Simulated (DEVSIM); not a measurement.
Structure: Ni/SiON/p-Si capacitor, at 300 K.

Layer 1 from the left is SiON, thickness (nm) 4.40. Layer 2 from the left is Si, thickness (nm) 2900, Na (cm⁻³) 3.8e16.

Metal gate on the left, work function 5.1 eV. Fixed charge at the semiconductor interface 0 cm⁻² (in units of +e); interface traps 3e11 cm⁻² eV⁻¹, uniform in energy, neutral level at 0.5 of the gap above the valence band.

Constants are typed, rounded textbook-type inputs, not results; the design itself was drawn at random and stands for no fabricated device. Values at 300 K.

SiON: gap (eV) 7, affinity (eV) 1.4, permittivity 5.5. Si: gap (eV) 1.124, affinity (eV) 4.05, permittivity 11.7, Nc (cm⁻³) 2.86e19, Nv (cm⁻³) 3.1e19.

Model (solved in DEVSIM): 1D Poisson equation in equilibrium, Boltzmann statistics, complete ionisation; no quantum confinement or tunnelling. Metal contacts follow the ideal Schottky-Mott rule: no Fermi-level pinning, no interface dipoles.

### Question
What does the simulation give for the flat-band voltage, the threshold voltage (band bending 2φF), the minimum of the low-frequency capacitance?

### Answer
flat-band voltage 0.08 V; threshold voltage (band bending 2φF) 0.99 V; minimum of the low-frequency capacitance 0.108 μF/cm².
